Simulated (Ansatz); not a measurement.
## A computed series for BeTe: pressure series

Consider BeTe in the zinc blende structure (space group F-43m, No. 216; a = 5.664 Å).

Cell and atoms are relaxed at each pressure.

The values are results of PBE (Ansatz, a program for electronic structure, PAW, spin-orbit coupling left out), not measurements.

Notes on the quantities. hole mass: degenerate bands, along [100].

| change | smallest direct gap | hole mass | band gap |
|---|---|---|---|
| base | 3.64 eV | 0.20, 0.35, 0.35 mₑ (at Γ) | 2.03 eV |
| pressure −2 GPa | ___ | 0.19, 0.38, 0.38 mₑ (at Γ) | 2.12 eV |
| pressure −1 GPa | 3.57 eV | 0.20, 0.36, 0.36 mₑ (at Γ) | 2.07 eV |
| pressure 0.3 GPa | 3.64 eV | 0.20, 0.35, 0.35 mₑ (at Γ) | ___ |
| pressure 0.7 GPa | 3.63 eV | 0.20, 0.35, 0.35 mₑ (at Γ) | ___ |
| pressure 1.5 GPa | 3.62 eV | ___ | 1.97 eV |
| pressure 3 GPa | 3.60 eV | 0.21, 0.33, 0.33 mₑ (at Γ) | 1.91 eV |
| pressure 5 GPa | 3.58 eV | 0.21, 0.31, 0.31 mₑ (at Γ) | 1.84 eV |
| pressure 7.5 GPa | 3.54 eV | 0.21, 0.30, 0.30 mₑ (at Γ) | 1.75 eV |
| pressure 10 GPa | 3.51 eV | 0.22, 0.29, 0.29 mₑ (at Γ) | 1.67 eV |

Q: Some entries are withheld; estimate them.

A: 
- pressure −2 GPa, smallest direct gap: 3.43 eV
- pressure 0.3 GPa, band gap: 2.02 eV
- pressure 0.7 GPa, band gap: 2.00 eV
- pressure 1.5 GPa, hole mass: 0.20, 0.34, 0.34 mₑ (at Γ)

With Te present, leaving out spin-orbit coupling can change the band edges. Load acts through the strain it causes; cell and atoms are relaxed under it. Masses are band curvatures over ±0.01 Å⁻¹ around the edge. Stability against distortions was not tested. No other phases were tried under pressure.
